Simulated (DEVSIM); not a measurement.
Structure: illuminated Si p-on-n cell, one wavelength, at 350 K.

Layer 1 from the left is Si, thickness (μm) 0.290, Na (cm⁻³) 4.7e18, τn (s) 1.9e-6, τp (s) 4.8e-6, absorption coefficient (cm⁻¹) 5300. Layer 2 from the left is Si, thickness (μm) 64.0, Nd (cm⁻³) 2e17, τn (s) 0.00015, τp (s) 0.00015, absorption coefficient (cm⁻¹) 5300.

Left contact: ohmic, minority electron recombination velocity 1e6 cm/s. Right contact: ohmic, minority hole recombination velocity 3e5 cm/s. Voltage is applied to the left contact. Recombination: SRH at mid-gap, radiative, Auger. Light enters at the left, 3e17 photons cm⁻² s⁻¹, one pass, no reflection. Mobility is μmin + (μ − μmin)/(1 + (N/Nref)^α).

Constants are typed, rounded textbook-type inputs, not results; the design itself was drawn at random and stands for no fabricated device. Values at 300 K; Nc and Nv go as T^1.5, mobilities as T to minus their exponent, the gap by Varshni's rule with the affinity fixed.

Si: gap (eV) 1.124, affinity (eV) 4.05, permittivity 11.7, Nc (cm⁻³) 2.86e19, Nv (cm⁻³) 3.1e19, μn (cm²/Vs) 1417, μp (cm²/Vs) 470, μn,min 52, μp,min 45, Nref,n 9.7e16, Nref,p 2.2e17, αn 0.68, αp 0.72, T exponent of μn 2.3, T exponent of μp 2.2, B (cm³/s) 4.7e-15, Cn (cm⁶/s) 2.8e-31, Cp (cm⁶/s) 9.9e-32, Varshni α (eV/K) 0.000473, Varshni β (K) 636.

Simulated with DEVSIM: 1D drift-diffusion, Boltzmann statistics, complete ionisation; no tunnelling, impact ionisation, image-force lowering or self-heating.

Dark forward current:

| |V| (V) | |J| (A/cm²) |
|---|---|
| 0.05 | 2.892e-9 |
| 0.10 | 1.747e-8 |
| 0.15 | 9.271e-8 |
| 0.20 | 4.846e-7 |
| 0.25 | 2.534e-6 |
| 0.30 | 1.327e-5 |
| 0.35 | 6.954e-5 |
| 0.40 | 0.0003647 |
| 0.45 | 0.001913 |
| 0.50 | 0.01003 |
| 0.55 | 0.05260 |
| 0.60 | 0.2752 |
| 0.65 | 1.422 |
| 0.70 | 6.962 |
| 0.75 | 28.46 |
| 0.80 | 85.30 |
| 0.85 | 192.4 |
| 0.90 | 357.5 |
| 0.95 | 584.1 |
| 1.00 | 873.3 |
| 1.05 | 1225 |
| 1.10 | 1637 |
| 1.15 | 2108 |

### Question
Work out the local ideality factor n = ΔV / (kT/q · ln(J2/J1)) between the rows 0.15 and 0.20 V, 0.40 and 0.45 V, 1.10 and 1.15 V.

### Answer
kT/q = 30.16 mV. From 0.15 to 0.20 V: ln(4.846e-7/9.271e-8) = 1.654, n = 1.00, near the 1 of diffusion or emission over a barrier. From 0.40 to 0.45 V: ln(0.001913/0.0003647) = 1.657, n = 1.00, near the 1 of diffusion or emission over a barrier. From 1.10 to 1.15 V: ln(2108/1637) = 0.253, n = 6.56.

### Question
What current could the absorbed light give at most, and what share is collected?

### Answer
Σ αd = 34.1, so qΦ(1 − exp(−Σ αd)) = 48.1 mA/cm². The simulated short-circuit current is 43.77 mA/cm², a share of 0.91.

### Question
Estimate the open-circuit voltage by superposition: the voltage at which the dark current equals that short-circuit current.

### Answer
Interpolating ln J in the table gives 0.544 V. The simulation gives 0.544 V, the same within the digits that matter. Superposition holds where collection doesn't change with voltage.

### Question
Estimate the fill factor from FF0 = (v − ln(v + 0.72))/(v + 1), v = qVoc/(nkT), with n from the dark curve.

### Answer
The rows about Voc, 0.50 and 0.55 V, give n = 1.00, so v = 18.0 and FF0 = 0.793. The simulation gives 0.793, the same within the digits that matter.
